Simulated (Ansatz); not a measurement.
BN (Imm2), Ansatz (a program for electronic structure) with r2SCAN, rigid bands: Condition of this run: uniaxial stress along [110] of -27 GPa (compression positive) (the target of the relaxation). band gap 4.48 eV, N_c = 7.39e18 cm⁻³ and N_v = 1.27e19 cm⁻³ at 300 K, conductivity masses along z (a = (0.03, 1.83, 1.79) Å; b = (1.83, 0.03, 1.79) Å; c = (1.86, 1.86, 0.00) Å) of 0.847 mₑ (electrons) and 0.725 mₑ (holes). Take k_BT = 0.02585 eV.

Task: What thermal injection velocity √(2k_BT/πm) limits a ballistic channel along the direction named?

Result: 5.85e6 cm/s for electrons and 6.32e6 cm/s for holes, a ratio of √(m_h/m_e) = 0.925, for dilute carriers.

Task: A film of it is 2 nm thick, with its normal along the direction named. Estimate the confinement energies in an infinite well.

Result: ħ²π²/(2m t²) = 0.376 eV·nm²/(m/mₑ × t²) gives 111 meV for electrons and 130 meV for holes, so the gap would widen to about 4.72 eV. Finite barriers and nonparabolic bands lower this, and with several valleys or bands the heaviest mass along the normal sets the lowest level, not this average.

Task: Find the intrinsic carrier density and the intrinsic Fermi level.

Result: n_i = √(N_c N_v) exp(−E_g/2k_BT) = 9.69e18 × exp(−86.65) = 2.3e-19 cm⁻³. The level lies (k_BT/2) ln(N_v/N_c) = 7 meV from mid-gap (positive towards the conduction band). Each 0.1 eV added to the gap lowers n_i by a factor of 6.9.

Rigid, parabolic bands with the computed gap; masses take one relaxation time for all states. Spin-orbit coupling is left out. Geometry: cell and atoms relaxed with PBEsol.
